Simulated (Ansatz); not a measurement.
**rock-salt PbTe (0 0 1) on zinc-blende CdTe (0 0 1) (film strained to the substrate, started from cuts of the bulks and a machine-learned relaxation; slabs Cd4Te4 and Pb4Te4, which can lie off the formulas)**

A periodic stack without vacuum, rock-salt PbTe (0 0 1) on zinc-blende CdTe (0 0 1) (film strained to the substrate, started from cuts of the bulks and a machine-learned relaxation; slabs Cd4Te4 and Pb4Te4, which can lie off the formulas): substrate slab Cd4Te4, film Pb4Te4, surface cells [[1, 0], [1, 1]] and [[1, 0], [1, 1]], film strained by +0.7 and +0.7 %, outermost planes Te/Cd and PbTe/PbTe as cut, which need not be the usual terminations and can put a slab off its formula.

The start was prepared with a machine-learned potential, and the result is one local minimum, with the in-plane cell held and forces under 0.04 eV/Å; the film can end far from its bulk form.

These are PBE (plane waves to 420 eV, PAW; Ansatz, a program for electronic structure) values and carry that method's errors. No spin–orbit coupling. Its k-point mesh 5×5×1, Fermi–Dirac width 0.05 eV.

- interface area: 21.9 Å²
- period: 27.38 Å
- heights between the nearest atoms of the two slabs at the two interfaces: 2.72 and 2.85 Å
- Cd–Te contacts across the interfaces within 1.22 times the sum of covalent radii: 1, mean 2.77 Å
- Pb–Te contacts across the interfaces within 1.22 times the sum of covalent radii: 1, mean 3.01 Å
- two interfaces: unlike, so that offsets are their mean
- spin-polarised check at this geometry: falls back to no moment
- slope of the mean potential energy in the substrate: -16.3 MV/cm × e

```yaml
crystal:
  lattice:
    - [4.68044, 0.00019, 0.07971]
    - [-0.00030, 4.68114, -0.00277]
    - [1.62646, -0.01123, 27.41031]
  atoms:
    - { symbol: Cd, position: [0.93943, 0.20733, 0.23381] }
    - { symbol: Cd, position: [0.39908, 0.70525, 0.11072] }
    - { symbol: Cd, position: [0.74855, 0.20817, 0.47641] }
    - { symbol: Cd, position: [0.37505, 0.70712, 0.35498] }
    - { symbol: Te, position: [0.90427, 0.70635, 0.17798] }
    - { symbol: Te, position: [0.61458, 0.20518, 0.06380] }
    - { symbol: Te, position: [0.84284, 0.70803, 0.42059] }
    - { symbol: Te, position: [0.40178, 0.20665, 0.29870] }
    - { symbol: Pb, position: [0.52869, 0.21249, 0.71118] }
    - { symbol: Pb, position: [0.07290, 0.71065, 0.58718] }
    - { symbol: Pb, position: [0.45360, 0.20486, 0.95978] }
    - { symbol: Pb, position: [0.97056, 0.70949, 0.83340] }
    - { symbol: Te, position: [0.03358, 0.71269, 0.69637] }
    - { symbol: Te, position: [0.58680, 0.20947, 0.57560] }
    - { symbol: Te, position: [0.92058, 0.70721, 0.94269] }
    - { symbol: Te, position: [0.47506, 0.21239, 0.82079] }
```
